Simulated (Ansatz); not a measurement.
Take PbTe in the zinc blende structure (space group F-43m, No. 216; a = 7.285 Å; a hypothetical phase, not in the database extracts checked) as the base.

Levels (all Ansatz, a program for electronic structure, PAW, earlier PAW set): r2SCAN (500 eV, no SOC); HSE06 (420 eV, no SOC).

Its gap is 0.75 eV with r2SCAN and 0.98 eV with HSE06.

The change: a negative pressure, −1 GPa.

With r2SCAN the gap becomes 0.84 eV.

Problem. If the HSE06 correction stayed the same, what would the HSE06 gap be, and what does the HSE06 run give?

Solution. A rigid correction of +0.23 eV gives 1.07 eV. The HSE06 run gives 1.07 eV, so the two effects roughly add.

Single points use the geometry relaxed with r2SCAN. The hybrid gap comes from the SCF mesh plus the semilocal run's edge points and a few special points and is an upper bound. With Pb and Te present, leaving out spin-orbit coupling can change the band edges. Load acts through the strain it causes; cell and atoms are relaxed under it. No phonon test of stability was made.
